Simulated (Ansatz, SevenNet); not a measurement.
NiAs-type NiSb: properties by level of theory

Reference values: lattice constant a 3.946 Å (measured, temperature not stated, no zero-point or thermal correction; as tabulated in Wikipedia's data pages); lattice parameter c 5.148 Å (measured, temperature not stated, not corrected to a static lattice; as tabulated in Wikipedia's data pages).

```tsv
level (code)	lattice constant a (Å)	lattice parameter c (Å)
SevenNet-l3i5	(withheld)	5.128
RPBE (Ansatz)	(withheld)	5.206
rVV10 (Ansatz)	(withheld)	5.211
r²SCAN+rVV10 (Ansatz)	(withheld)	5.097
HSE06 (Ansatz)	(withheld)	5.127
```

Question: What belongs in the gaps?

Answer: 
- SevenNet-l3i5, lattice constant a (Å): 3.972
- RPBE (Ansatz, a first-principles code), lattice constant a (Å): 4.008
- rVV10 (Ansatz), lattice constant a (Å): 4.014
- r²SCAN+rVV10 (Ansatz), lattice constant a (Å): 3.916
- HSE06 (Ansatz), lattice constant a (Å): 3.898

Differences from the reference values (errors of the level alone only where the reference is corrected to a static lattice):

| level | lattice constant a (%) | lattice parameter c (%) |
|---|---|---|
| SevenNet-l3i5 | +0.66 | -0.39 |
| RPBE | +1.57 | +1.13 |
| rVV10 | +1.72 | +1.22 |
| r²SCAN+rVV10 | -0.76 | -0.99 |
| HSE06 | -1.22 | -0.41 |

Nearest: lattice constant a, not ranked (reference at room or unstated temperature); lattice parameter c, not ranked (reference at room or unstated temperature).

Machine-learned potentials (SevenNet-l3i5) are trained on DFT data: a solid inside that data is no test of them.

Caveats: exact exchange on metals is sensitive to the k mesh and can open a false gap (HSE06); the run warned that the count of filled bands differs between k points (HSE06). Ansatz's density-functional and Hartree–Fock values are scalar-relativistic unless marked +SOC, with PAW data made under PBE.

The crystal itself was run without spin with RPBE, rVV10, r²SCAN+rVV10, HSE06; a magnetic state was not tried in these runs.

Differences are worked out from the printed values.

Static lattice: no zero-point or thermal effects.
